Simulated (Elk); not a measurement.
**Input and output of a self-consistent single point for Be3Pd (I4/mmm, 4 atoms in the cell) (Elk)**

Computed with LDA (PW92), all-electron FP-LAPW, Elk's shipped species files, default APW+lo basis run with Elk.

This input was run:

```
tasks
  0

xctype
  3

rgkmax
  7.0

rmtscf
  0.94

stype
  1

swidth
  0.00734986

avec
   -3.1070971427    3.1070971427    6.7402524646
    3.1070971427   -3.1070971427    6.7402524646
    3.1070971427    3.1070971427   -6.7402524646

atoms
  2   : nspecies
  'Be.in'   : spfname
  3   : natoms; atposl, bfcmt below
  0.7500000000  0.2500000000  0.5000000000    0.0 0.0 0.0
  0.2500000000  0.7500000000  0.5000000000    0.0 0.0 0.0
  0.5000000000  0.5000000000  0.0000000000    0.0 0.0 0.0
  'Pd.in'   : spfname
  1   : natoms; atposl, bfcmt below
  0.0000000000  0.0000000000  0.0000000000    0.0 0.0 0.0

ngridk
  9 9 9
```

The program printed (abridged):

```
│ Elk code version 10.2.4 │

All units are atomic (Hartree, Bohr, etc.)

│ Ground-state run starting from atomic densities │

Lattice vectors :
  -3.107097143       3.107097143       6.740252465
   3.107097143      -3.107097143       6.740252465
   3.107097143       3.107097143      -6.740252465

Unit cell volume      :    260.2830088
Brillouin zone volume :   0.9530019443

Muffin-tin inner radius fraction :   0.1000000000E-01

Nuclei treated as point charges

Species :    1 (Be)
 parameters loaded from : Be.in
 name : beryllium
 nuclear charge    :   -4.000000000
 electronic charge :    4.000000000
 atomic mass :    16428.20279
 muffin-tin radius :    1.692000000
 number of radial points in muffin-tin :    297
 atomic positions (lattice), magnetic fields (Cartesian) :
   1 :  -0.25000000  0.25000000  0.50000000    0.00000000  0.00000000  0.00000000
   2 :   0.25000000 -0.25000000  0.50000000    0.00000000  0.00000000  0.00000000
   3 :   0.50000000  0.50000000  0.00000000    0.00000000  0.00000000  0.00000000

Species :    2 (Pd)
 parameters loaded from : Pd.in
 name : palladium
 nuclear charge    :   -46.00000000
 electronic charge :    46.00000000
 atomic mass :    193991.7925
 muffin-tin radius :    2.444000000
 number of radial points in muffin-tin :    497
 atomic positions (lattice), magnetic fields (Cartesian) :
   1 :   0.00000000  0.00000000  0.00000000    0.00000000  0.00000000  0.00000000

Total number of atoms per unit cell :    4

Spin treatment :
 spin-unpolarised

Number of Bravais lattice symmetries :   16
Number of crystal symmetries         :   16
Crystal has inversion symmetry
Real symmetric eigensolver will be used

k-point grid :      9     9     9
k-point offset :    0.000000000       0.000000000       0.000000000
k-point set is reduced with full crystal symmetry group
Total number of k-points :       75

Muffin-tin radius times maximum |G+k| :    7.000000000
 using average radius
   [... lines left out ...]
Maximum |G| for potential and density :    12.00000000
 potential will be trimmed for |G| > 2 gkmax
Constant for pseudocharge density :    7
Radial integration step length :    4

G-vector grid sizes :     32    32    32
Number of G-vectors :     7557

Maximum angular momentum used for
 APW functions                      :    8
 outer part of muffin-tin           :    6
 inner part of muffin-tin           :    1

Total nuclear charge    :   -58.00000000
Total core charge       :    34.00000000
Total valence charge    :    24.00000000
Total excess charge     :    0.000000000
Total electronic charge :    58.00000000

Effective Wigner radius, rₛ :    1.023237399

Number of empty states         :   16
Total number of valence states :   28
Total number of core states    :   34

Total number of local-orbitals :   30

Exchange-correlation functional :      3     0     0
 Perdew-Wang/Ceperley-Alder, Phys. Rev. B 45, 13244 (1992)
 gradient requirement :    0
 local density approximation (LDA)

Smearing type :    1
 Methfessel-Paxton order 1, Phys. Rev. B 40, 3616 (1989)
Smearing width :   0.7349860000E-02
Effective electronic temperature (K) :    2320.902224

Mixing type :    3
 Broyden mixing, J. Phys. A: Math. Gen. 17, L317 (1984)

Kohn-Sham potential initialised from atomic data
│ Self-consistent loop started │
│ Loop number : 1 │
 total energy                :     -5035.18850592
│ Loop number : 2 │
 total energy                :     -5037.98483761
RMS change in Kohn-Sham potential (target) :   0.6038211131     (  0.1000000000E-05)
Absolute change in total energy (target)   :    2.796331695     (  0.1000000000E-03)
│ Loop number : 3 │
 total energy                :     -5065.71043111
RMS change in Kohn-Sham potential (target) :   0.2610220392     (  0.1000000000E-05)
Absolute change in total energy (target)   :    28.42467642     (  0.1000000000E-03)
│ Loop number : 4 │
 total energy                :     -5081.73244202
RMS change in Kohn-Sham potential (target) :   0.6661602846E-01 (  0.1000000000E-05)
Absolute change in total energy (target)   :    23.12818002     (  0.1000000000E-03)
│ Loop number : 5 │
 total energy                :     -5086.79016586
RMS change in Kohn-Sham potential (target) :   0.1474820436E-01 (  0.1000000000E-05)
Absolute change in total energy (target)   :    10.83976884     (  0.1000000000E-03)
   [... lines left out ...]
Absolute change in total energy (target)   :   0.6137305343E-02 (  0.1000000000E-03)
│ Loop number : 14 │
 total energy                :     -5086.20283924
RMS change in Kohn-Sham potential (target) :   0.4720884052E-06 (  0.1000000000E-05)
Absolute change in total energy (target)   :   0.2130374379E-02 (  0.1000000000E-03)
│ Loop number : 15 │
 total energy                :     -5086.20285947
RMS change in Kohn-Sham potential (target) :   0.2150828896E-06 (  0.1000000000E-05)
Absolute change in total energy (target)   :   0.5528284291E-03 (  0.1000000000E-03)
│ Loop number : 16 │
 total energy                :     -5086.20286829
RMS change in Kohn-Sham potential (target) :   0.9106178056E-07 (  0.1000000000E-05)
Absolute change in total energy (target)   :   0.1470201441E-03 (  0.1000000000E-03)
│ Loop number : 17 │
 total energy                :     -5086.20287075
RMS change in Kohn-Sham potential (target) :   0.3320000069E-07 (  0.1000000000E-05)
Absolute change in total energy (target)   :   0.3921708776E-04 (  0.1000000000E-03)
Convergence targets achieved

│ Loop number : 18 │

Energies :
 Fermi                       :     0.306565906878
 sum of eigenvalues          :     -3033.98996358
 electron kinetic            :      5307.30717724
 core electron kinetic       :      5129.54655469
 Coulomb                     :     -10245.8925330
 Coulomb potential           :     -8145.67322500
 nuclear-nuclear             :     -458.035019089
 electron-nuclear            :     -11430.0418028
 Hartree                     :      1642.18428892
 Madelung                    :     -6173.05592051
 xc potential                :     -195.623915821
 exchange                    :     -142.516688457
 correlation                 :     -5.10082868978
 total energy                :     -5086.20287292

Density of states at Fermi energy :    35.19263034
 (states/Hartree/unit cell)

Estimated indirect band gap :   0.9531691377E-03
 from k-point     74 to k-point     18
Estimated direct band gap   :   0.6733227912E-02
 at k-point     65

Charges :
 core                        :    34.00000000
 valence                     :    24.00000000
 interstitial                :    4.950162055
 muffin-tins (core leakage)
  species :    1 (Be)
   atom    1                 :    2.677106977     (  0.2172834663E-02)
   atom    2                 :    2.677106977     (  0.2172834663E-02)
   atom    3                 :    2.683169229     (  0.2177827851E-02)
  species :    2 (Pd)
   atom    1                 :    45.01245476     (  0.1733824817E-07)
 total in muffin-tins        :    53.04983794
 total calculated charge     :    58.00147840
 total charge                :    58.00000000
 error                       :   0.1478403606E-02

│ Self-consistent loop stopped │
```

The run converged in 18 iterations. The count includes the last loop, which Elk runs after its targets are met.

The starting cell comes from a database of computed structures (which also holds hypothetical and non-ambient phases and stackings), without a prior relaxation at this level. Its lattice was rescaled by a random factor within 2.5 % of one. Spin polarisation is off. Values depend on the basis (sphere radii, cutoffs, local orbitals), which need not be converged. The log's line on a gap gives a spacing of levels on this mesh, which the program prints for metals too.

Cost on one core of a shared machine: roughly 90 s.
